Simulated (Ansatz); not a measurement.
A self-consistent single point of YTc2 (I4/mmm, 9 atoms in the cell) with Ansatz (a first-principles code).

Method: PBE (plane waves, PAW; Ansatz).

The change in words: 3 x 1 x 1 supercell, mesh divided and rounded up; kpoints.mp_grid.grid: 10 10 10 → 4 10 10. Reference geometry:
```xyz
3
Lattice="-1.9082 1.9082 4.6704 1.9082 -1.9082 4.6704 1.9082 1.9082 -4.6704" Properties=species:S:1:pos:R:3 pbc="T T T"
Y      0.0000     0.0000     0.0000
Tc     0.0000     0.0000     3.1320
Tc     0.0000     0.0000     6.2089
```

Reference input (self-consistent single point, DFT, PBE, plane waves, default PAW files): basis.ecutwfc = 500 eV; kpoints.mp_grid.grid = 10 10 10; hamiltonian.xc = pbe; hamiltonian.pseudopotentials = {kind: paw} (the program's default PAW files); scf.occupations.method = methfessel_paxton; scf.occupations.width = 0.136 eV. This run's input differs from it in these lines:

Ansatz 0.2 input:
```diff
@@ -3,3 +3,3 @@
   lattice:
-    - [-1.908209, 1.908209, 4.670423]
+    - [-5.724627, 5.724627, 14.011269]
     - [1.908209, -1.908209, 4.670423]
@@ -8,4 +8,10 @@
     - { symbol: Y, position: [0.000000, 0.000000, 0.000000] }
-    - { symbol: Tc, position: [0.335300, 0.335300, 0.000000] }
-    - { symbol: Tc, position: [0.664700, 0.664700, 0.000000] }
+    - { symbol: Y, position: [0.333333, 0.000000, 0.000000] }
+    - { symbol: Y, position: [0.666667, 0.000000, 0.000000] }
+    - { symbol: Tc, position: [0.111767, 0.335300, 0.000000] }
+    - { symbol: Tc, position: [0.445100, 0.335300, 0.000000] }
+    - { symbol: Tc, position: [0.778433, 0.335300, 0.000000] }
+    - { symbol: Tc, position: [0.221567, 0.664700, 0.000000] }
+    - { symbol: Tc, position: [0.554900, 0.664700, 0.000000] }
+    - { symbol: Tc, position: [0.888233, 0.664700, 0.000000] }
 basis:
@@ -13,3 +19,3 @@
 kpoints:
-  mp_grid: { grid: [10, 10, 10] }
+  mp_grid: { grid: [4, 10, 10] }
 hamiltonian:
```

Output (repeated stretches shortened):

```
SCF iter   1: F=—  HF=-43928.495308 eV  |F-HF|=—  |Δ(HF+E_count)|=         —  Δρ=5.79e-2  dr2=1.14e1  ethr=3.10e-3  ⟨swp⟩=4.5  Hψ=47238  notcnv=0
all-band conjugate gradients solve this SCF's bands
preconditioner: auto → Kerker (q_TF=auto, 2.508 Å⁻¹)
SCF iter   2: F=—  HF=-43926.963829 eV  |F-HF|=—  |Δ(HF+E_count)|=    1.53e0  S|Δr|=    0.00e0  Δρ=2.04e-2  dr2=1.29e0  ethr=3.10e-3  ⟨swp⟩=2.2  Hψ=23965  notcnv=0  defer=314
   [... lines left out ...]
SCF iter   6: F=—  HF=-43926.753170 eV  |F-HF|=—  |Δ(HF+E_count)|=   1.66e-5  S|Δr|=    0.00e0  Δρ=5.20e-5  dr2=2.80e-6  ethr=9.96e-8  ⟨swp⟩=2.0  Hψ=19678  notcnv=0  defer=308
SCF iter   7: F=—  HF=-43926.753274 eV  |F-HF|=—  |Δ(HF+E_count)|=   1.04e-4  S|Δr|=    0.00e0  Δρ=1.36e-5  dr2=2.41e-7  ethr=2.28e-9  ⟨swp⟩=2.7  Hψ=28275  notcnv=0  defer=308
SCF iter   8: F=-43926.753274 eV  HF=-43926.753274 eV  |F-HF|=1.12e-9  |Δ(HF+E_count)|=   5.26e-8  S|Δr|=    0.00e0  Δρ=3.40e-6  dr2=1.53e-8  ethr=8.13e-11  ⟨swp⟩=10.9  Hψ=54083  notcnv=0
SCF 1 converged in 8 iterations: F = -43926.753274 eV  dr2 = 1.53e-8
Stability not checked (fill_not_monotonic)
Free energy (F): -43926.753274 eV
Internal energy: -43926.754047 eV  (E = F + TS)
E sigma→0 (E₀):  -43926.753467 eV
Entropy (-TS):   0.000773 eV (0.086 meV/atom)
Fermi energy:    13.155489 eV
--- Forces (eV/Å), atoms counted from 1 ---
  atom   1  Y     -0.00000000     0.00000000     0.00000000
  atom   2  Y      0.00000000     0.00000000     0.00000000
  atom   3  Y     -0.00000000     0.00000000    -0.00000000
  atom   4  Tc     0.00184530     0.00028098    -0.87138989
   [... lines left out ...]
  atom   9  Tc    -0.00184530    -0.00028098     0.87138989
--- Stress (GPa, compression-positive) ---
      -21.684231      -0.001836      -0.002694
       -0.001836     -21.828586      -0.027456
       -0.002694      -0.027456     -15.567466
  P = ⅓ Tr σ = -19.6934 GPa (-196.934 kbar)
  The stress holds the Pulay correction. Without it, at fixed plane waves, as pw.x and ABINIT print it: P = -19.6973 GPa
```

The run converged in 8 iterations. Against the reference run the free energy stays essentially unchanged (within 1 meV/atom), the pressure hardly changes (-19.68 to -19.69 GPa) and the largest force goes from 0.860 to 0.871 eV/Å.

The starting cell was generated: these elements placed on a structure prototype, without a prior relaxation; it need not be a known phase or ordering of this composition. Its lattice was rescaled by a random factor within 2.5 % of one. Spin polarisation is off. With a pressure of about -20 GPa the cell is away from its equilibrium volume at this level. Ansatz's pressure includes its estimate of the finite-basis (Pulay) stress.

The mesh has a lower symmetry than the crystal, so small forces and shears that the space group forbids can appear.

Cost on one core of a shared machine: roughly 3 min.
